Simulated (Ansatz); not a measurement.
For GeSe (model structure, started from the PtS type, P4₂/mmc, No. 131, 4 atoms in the cell), PBE (Ansatz, a first-principles code, PAW) gives:

| Property | Result |
|---|---|
| lattice constant a | 3.720 Å |
| c axis length | 7.615 Å |
| enthalpy of formation | 0.119 eV/atom |

Task: What does PBE-D3(BJ) (PAW; Ansatz) give for the same quantities?

Result: 
- lattice constant a: 3.633 Å (decreases by 2.3 %)
- lattice parameter c: 7.646 Å (increases by 0.4 %)
- formation enthalpy: 0.124 eV/atom (increases by 0.005 eV/atom)

Changes are worked out from the printed values.

Unless a cell is named, each level is at its own relaxed cell (PBE 26.34, PBE-D3(BJ) 25.23 Å³/atom).

Caveats: a distance lies near a switch of the dispersion term, which can move the cell (PBE-D3(BJ)). Ansatz's density-functional and Hartree–Fock values are scalar-relativistic unless marked +SOC, with PAW data made under PBE.

A model structure was made by putting elements into a prototype or built by hand; it is no filed structure, need not be a known phase, and can be a saddle point held by its symmetry.
